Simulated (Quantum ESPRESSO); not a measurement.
**A series of runs on SnAs (Fm-3m, 2 atoms in the cell)**

```cif
data_AsSn
_chemical_formula_sum 'Sn1 As1'
_space_group_name_H-M_alt 'P 1'
_space_group_IT_number 1
_cell_length_a 4.06851
_cell_length_b 4.06851
_cell_length_c 4.06851
_cell_angle_alpha 60.000
_cell_angle_beta 60.000
_cell_angle_gamma 60.000
loop_
_space_group_symop_operation_xyz
  'x, y, z'
loop_
_atom_site_label
_atom_site_type_symbol
_atom_site_fract_x
_atom_site_fract_y
_atom_site_fract_z
_atom_site_occupancy
Sn1 Sn 0.50000 0.50000 0.50000 1
As1 As 0.00000 0.00000 0.00000 1
```

Base run A: PBEsol, PseudoDojo standard norm-conserving (PBESOL) pseudopotentials in Quantum ESPRESSO 7.5, self-consistent single point.

Its settings: ecutwfc = 85 Ry; occupations = smearing; smearing = methfessel-paxton; degauss = 0.019992 Ry; potentials = {Sn: Sn.upf, As: As.upf}; K_POINTS = automatic 8 8 8 0 0 0; conv_thr = 1e-10 Ry.

The starting cell comes from a database of computed structures (which also holds hypothetical and non-ambient phases and stackings), without a prior relaxation at this level.

ΔF is the free energy per atom less that of run A. 

Run A gave: pressure (GPa) -1.42.

Runs:
- B: lattice scaled by 0.97
- C: lattice scaled by 0.97; ecutwfc: 85 Ry → 51 Ry
- D: lattice scaled by 0.985
- E: lattice scaled by 0.985; ecutwfc: 85 Ry → 51 Ry
- F: lattice scaled by 1.015
- G: lattice scaled by 1.015; ecutwfc: 85 Ry → 51 Ry
- H: lattice scaled by 1.03
- I: lattice scaled by 1.03; ecutwfc: 85 Ry → 51 Ry
- J: ecutwfc: 85 Ry → 51 Ry

Question: What does run I change against A?

Answer: The free energy goes up by 6.37 eV/atom and the pressure goes from -1.42 to -251.0 GPa.

Question: What does run J change against A?

Answer: The free energy rises by 6.29 eV/atom and the pressure goes from -1.42 to -268.3 GPa.

```
run  ΔF (meV/atom)  pressure (GPa)
---  -------------  --------------
A             0.00           -1.42
B             25.9            6.00
C           6266.7         -284.55
D             1.18            1.90
E           6272.4         -276.66
F             19.0           -4.07
G           6294.0         -258.87
H             55.1           -6.16
I           6366.6         -251.04
J           6289.2         -268.28
```
